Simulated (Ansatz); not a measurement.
# GaIr in the CsCl type structure (space group Pm-3m, No. 221)

```cif
data_GaIr
_chemical_formula_sum 'Ga1 Ir1'
_space_group_name_H-M_alt 'P 1'
_space_group_IT_number 1
_cell_length_a 3.01975
_cell_length_b 3.01975
_cell_length_c 3.01975
_cell_angle_alpha 90.000
_cell_angle_beta 90.000
_cell_angle_gamma 90.000
loop_
_space_group_symop_operation_xyz
  'x, y, z'
loop_
_atom_site_label
_atom_site_type_symbol
_atom_site_fract_x
_atom_site_fract_y
_atom_site_fract_z
_atom_site_occupancy
Ga1 Ga 0.00000 0.00000 0.00000 1
Ir1 Ir 0.50000 0.50000 0.50000 1
```

Calculations: PBEsol (Ansatz, an electronic-structure program, PAW, spin-orbit coupling left out). Γ-centred 15×15×15 mesh, Fermi–Dirac width 0.05 eV.

```yaml
volume_per_atom: 13.77 Å³
density: 15.80 g/cm³
band_gap: zero
total_energy: -7771.517 eV/atom (σ→0; compares only within this code and set-up)
```

Stability against distortions was not tested. All final runs are without spin polarisation.
